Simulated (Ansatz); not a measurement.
Consider TiSi$_{2}$ (space group Cmcm, No. 63; a = 3.546 Å, b = 13.563 Å, c = 3.580 Å). Axes: x, y, z lie along a, b, c of the conventional cell.

The values are results of PBE/PAW in Ansatz (a first-principles code), no SOC, not measurements.

Before the change:

* **Band gap**: zero

Now apply this change: the cell is compressed by 2.81 % along z with no lateral relaxation; the atoms relax in the strained cell.

Problem. How does this affect the largest internal atomic displacement, energy relative to the base and band gap?

Solution. The largest internal atomic displacement comes out as 0.010 Å; the energy rises by 11 meV/atom; the band gap stays zero.

Without a gap, meshes like the base's 14×14×13 leave anisotropic stresses uncertain by several tenths of a GPa, and small strain energies with them. Stability against distortions was not tested. All final runs are without spin polarisation.
